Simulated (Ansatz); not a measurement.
Base system: MgO (space group P4_2/mnm, No. 136; a = 5.5103 Å, c = 3.2763 Å; a hypothetical phase, not in the database extracts checked).

It is then changed as follows: a negative pressure, −1 GPa.

Levels (all Ansatz, a quantum-chemistry and plane-wave program, PAW): PBEsol (420 eV, spin-orbit coupling left out); HSE06 (420 eV, spin-orbit coupling left out).

The geometry is relaxed with PBEsol.

| Item | Value |
|---|---|
| PBEsol lowest conduction level above the VBM at special points | Γ 3.32 eV; X 5.48 eV; M 6.50 eV |

Task: What does HSE06 give at this geometry for the lowest conduction level above the VBM at special points?

Result: The lowest conduction level above the VBM at special points becomes Γ 5.03 eV; X 7.24 eV; M 8.30 eV (PBEsol: Γ 3.32 eV; X 5.48 eV; M 6.50 eV).

Single points use the geometry relaxed with PBEsol. HSE06 gaps are upper bounds (no full band path). The levels and masses belong to the bands next to the band gap. Load acts through the strain it causes; cell and atoms are relaxed under it. Stability against distortions was not tested.
